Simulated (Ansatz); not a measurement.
Functionals compared on NH2 on the 1x1 (0001) surface of corundum (cut with top plane Al), one in a 1x1 cell, started at the site 'bridge O-O (span 2.6 Å)', in Ansatz (plane waves, PAW). The structure was relaxed with PBE; the other rows are single points on it, each with its references at the same level. Cutoff 420 eV (500 eV for r2SCAN). The points keep PBE's geometry, so the relaxation of a polaron and the settling of charge on one site are left out.

Host crystal: corundum, with a band gap (PBE, scalar-relativistic without spin-orbit coupling).

Slab: 23 atoms, 6.7 Å thick at the start under the adsorbate (thin: gaps and levels are the slab's own); k 6x6x1, smearing 0.01 eV, dipole-corrected; 9 atoms held, the rest relaxed; no symmetry held; spin-polarised, ending with about 1.0 μB a cell; orders that need a larger cell were not tried, no spin-orbit, no U, no dispersion correction. At the end it is bonded to Al. In PBE it is, or lies within 0.03 eV of, the lowest of the starts that converged. These notes are the PBE run's. r2SCAN: The program's check for a lower electronic state was not made. Adsorption energies are against NH3(g) − ½ H2(g). A negative adsorption energy means that the adsorbate is more stable on the surface than in its reference.

```tsv
functional	adsorption energy (eV)	gap of the slab on its k-mesh (eV)	highest filled level below the top vacuum level (eV)	magnetic moment of the cell (μB)	rough cost of the single point
PBE	1.10	0.17	4.89	1.00	–
RPBE	1.12	0.17	4.82	1.00	around 5 core-minutes (rough)
r2SCAN	1.06	0.35	4.83	1.00	around 9 core-minutes (rough)
```

Ansatz is a first-principles code.
